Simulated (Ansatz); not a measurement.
System: MgS (P6₃mc, No. 186, 4 atoms in the cell; start mp-1185942; a measured phase of this formula has another space group). Method: PBEsol in Ansatz (plane waves, PAW).

Run with plane-wave cutoff 520 eV, 12×12×6 k mesh (along the axes of the cell as run), Fermi–Dirac smearing 0.01 eV, scalar-relativistic PAW data made under PBE.

The cell is the one relaxed with PBEsol. Conventional cell: a = 4.0285 Å, b = 4.0285 Å, c = 6.4160 Å, α = 90.00°, β = 90.00°, γ = 120.00°.

```xyz
4
Lattice="4.0285 0.0000 0.0000 -2.0142 3.4888 0.0000 0.0000 0.0000 6.4160" Properties=species:S:1:pos:R:3 pbc="T T T"
Mg     2.0142     1.1629     3.1842
Mg     0.0000     2.3259     6.3922
S      0.0000     2.3259     2.4298
S      2.0142     1.1629     5.6378
```

### Question
List the 10 lowest band energies at Γ above −25 eV (eV, relative to the valence band maximum), grouping those that round alike.

### Answer
At Γ: -11.43, -10.67, -3.29, -0.58 (×2), -0.15 (×2), 0.00, 3.30, 4.57.

A start named mp-… is a Materials Project structure, which need not be a measured phase.

Ansatz is a program for electronic structure.
